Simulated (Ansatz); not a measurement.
Base system: Au in the fcc (Cu type) structure (space group Fm-3m, No. 225; a = 4.125 Å; relaxed with 0.1 eV smearing). Axes: x, y, z lie along the cube axes.

Method: r2SCAN/PAW in Ansatz (a first-principles code), no spin-orbit coupling.

For the base:

```
Property           Result
---------------  --------
Volume per atom  17.54 Å³
```

Modification: uniaxial stress, 3 GPa compression along x, with the cell and atoms free to relax against it.

Question: What does the calculation give for the energy relative to the base and volume per atom after the change?

Answer: The energy grows by 15 meV/atom; the volume per atom increases by 0.175 Å³ (17.54 Å³ → 17.72 Å³).

Load acts through the strain it causes; cell and atoms are relaxed under it. Beyond what the load breaks, stability against distortions was not tested. Under uniaxial stress, 3 GPa compression along x the cell changed shape so far that it is another structure.
